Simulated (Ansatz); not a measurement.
Input and output of a zone-centre phonon calculation for Hf2Ga (I4/mcm, 6 atoms in the cell) (Ansatz, a quantum-chemistry and plane-wave program).

Method: LDA (PW92), default PAW files made with PBE (plane waves; Ansatz).

```
Hf2Ga
1.0
   -3.34916     3.34916     2.62829
    3.34916    -3.34916     2.62829
    3.34916     3.34916    -2.62829
Hf Ga
4 2
Direct
  0.65354   0.15354   0.80708
  0.34646   0.84646   0.19292
  0.15354   0.34646   0.50000
  0.84646   0.65354   0.50000
  0.25000   0.25000   0.00000
  0.75000   0.75000   0.00000
```

Reference input (self-consistent single point, DFT, LDA (PW92), plane waves, default PAW files made with PBE): basis.ecutwfc = 420 eV; kpoints.mp_grid.grid = 7 7 7; hamiltonian.xc = lda; hamiltonian.pseudopotentials = {kind: paw} (the program's default PAW files); scf.occupations.method = fermi_dirac; scf.occupations.width = 0.1 eV. This run's input differs from it in these lines:

Ansatz 0.2 input:
```diff
@@ -13,3 +13,3 @@
 basis:
-  ecutwfc: 420.0
+  ecutwfc: 210.0
 kpoints:
@@ -21,6 +21,4 @@
   occupations: { method: fermi_dirac, width: 0.1 }
-output:
-  forces: true
-  eigenvalues: true
-  stress: true
+phonons:
+  method: dfpt
```

Output, abridged:

```
SCF iter   1: F=—  HF=-69303.371854 eV  |F-HF|=—  |Δ(HF+E_count)|=         —  Δρ=4.84e-2  dr2=1.22e0  ethr=1.77e-3  ⟨swp⟩=4.1  Hψ=36663  notcnv=0  defer=6
all-band conjugate gradients solve this SCF's bands
preconditioner: auto → Kerker (q_TF=auto, 2.773 Å⁻¹)
SCF iter   2: F=—  HF=-69296.424105 eV  |F-HF|=—  |Δ(HF+E_count)|=    6.95e0  Δρ=1.47e-2  dr2=2.22e-1  ethr=9.42e-4  ⟨swp⟩=2.4  Hψ=28626  notcnv=0  defer=412
   [... lines left out ...]
SCF iter   8: F=—  HF=-69295.868296 eV  |F-HF|=—  |Δ(HF+E_count)|=   5.27e-7  Δρ=8.18e-6  dr2=1.44e-7  ethr=2.83e-9  ⟨swp⟩=2.4  Hψ=24109  notcnv=0  defer=410
SCF iter   9: F=—  HF=-69295.868296 eV  |F-HF|=—  |Δ(HF+E_count)|=   3.04e-8  Δρ=1.96e-6  dr2=6.65e-9  ethr=1.11e-10  ⟨swp⟩=2.3  Hψ=21449  notcnv=0  defer=410
SCF iter  10: F=—  HF=-69295.868296 eV  |F-HF|=—  |Δ(HF+E_count)|=   1.46e-9  Δρ=3.63e-7  dr2=9.64e-11  ethr=5.12e-12  ⟨swp⟩=2.0  Hψ=21497  notcnv=0  defer=410
SCF iter  11: F=-69295.868296 eV  HF=-69295.868296 eV  |F-HF|=1.46e-11  |Δ(HF+E_count)|=    0.00e0  Δρ=6.62e-8  dr2=4.03e-12  ethr=1.00e-12  ⟨swp⟩=8.2  Hψ=52205  notcnv=0
SCF 1 converged in 11 iterations: F = -69295.868296 eV  dr2 = 4.03e-12
DFPT response loops at Γ: preconditioner auto → Kerker (q_TF=auto, 2.773 Å⁻¹) (partly filled bands, converged f_vac=0.000) …
Free energy (F): -69295.868296 eV
Internal energy: -69295.675561 eV  (E = F + TS)
E sigma→0 (E₀):  -69295.771929 eV
Entropy (-TS):   -0.192735 eV (-32.122 meV/atom)
Fermi energy:    17.202281 eV
--- Phonons (Γ-DFPT): 4 representative perturbations + reference, on 172 of 343 k-points (Σ response iterations 20) ---
  k mesh reduced under 1 symmetry operation, with k and −k counted as one. Each operation leaves every solved perturbation unchanged …
  ASR residual: 1.313e-4 → 0.000e0 eV/Å²; symmetrization residual: 3.178e-5 eV/Å²
  ASR residual per site (eV/Å²): 1.10e-4 1.10e-4 1.10e-4 1.10e-4 1.31e-4 1.31e-4
  Γ frequencies (cm⁻¹): 0.00 0.00 0.00 33.79 75.66 75.66 82.55 82.55 112.11 113.43 118.15 124.35 174.71 196.68 196.68 225.05 225.05 273.35
  non-analytic LO–TO correction: not included (Born effective charges unavailable; polar crystals: no LO–TO splitting at Γ)
```

The run converged in 11 iterations. 

Summary of the result:
Free energy E − TS (on the zero of these files): -69295.8683 eV
Fermi level (on the code's own zero): 17.20 eV
Zone-centre frequencies (cm⁻¹; negative means imaginary): 0, 0, 0, 34, 76, 76, 83, 83, 112, 113, 118, 124, 175, 197, 197, 225, 225, 273

The starting cell comes from a database of computed structures (which also holds hypothetical and non-ambient phases and stackings), without a prior relaxation at this level. Its lattice was rescaled by up to half a per cent. The cutoff lies below the one recommended for these files.

Cost on one core of a shared machine: roughly 10 min.
